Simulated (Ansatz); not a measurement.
Computed paths: interstitial Na in cuprite, charge state +1

System: interstitial Na in cuprite (charge state +1). Calculation: PBE, PAW (plane waves to 420 eV; Ansatz, a first-principles code).

Cell of 48 host sites held at the relaxed PBE lattice; one k-point at (0.250, 0.250, 0.250); Fermi-Dirac width 0.05 eV, spin-restricted; finite-size errors left in. Energies are static. PBE gaps are too small, and in this host the defect's levels may merge with the bands. The charge state is imposed; whether it is stable for some Fermi level was not computed. Sites that were not tried may lie lower.

Barriers: single points on a 2×2×2 k-point mesh shifted by half a step at the bands' geometries.

```csv
Route,Start site over the lowest site run (eV),Hop (Å),Forward barrier (eV),Backward barrier (eV),Neighbours at the start,Neighbours at the saddle,Saddle order,"Forward, on the band's own sampling (eV)"
"several atoms move together, Na the farthest",0.00,1.37,0.07,0.07,"2 Cu at 2.47, Cu at 2.81, 2 Cu at 2.84, Cu at 2.88; O at 2.31, 2 O at 2.32, O at 2.33 Å","Cu at 2.48, Cu at 2.57, Cu at 2.58, Cu at 2.80; O at 2.26, 2 O at 2.29, O at 2.93 Å",first order,0.07
"several atoms move together, Na the farthest",0.00,1.47,0.07,0.07,"2 Cu at 2.47, Cu at 2.81, 2 Cu at 2.84, Cu at 2.88; O at 2.31, 2 O at 2.32, O at 2.33 Å","Cu at 2.48, Cu at 2.57, Cu at 2.58, Cu at 2.80; O at 2.26, 2 O at 2.29, O at 2.90 Å",first order,0.07
```

Paths come from CI-NEB runs.  

The whole set of runs took around 2.0 core-hours (rough).
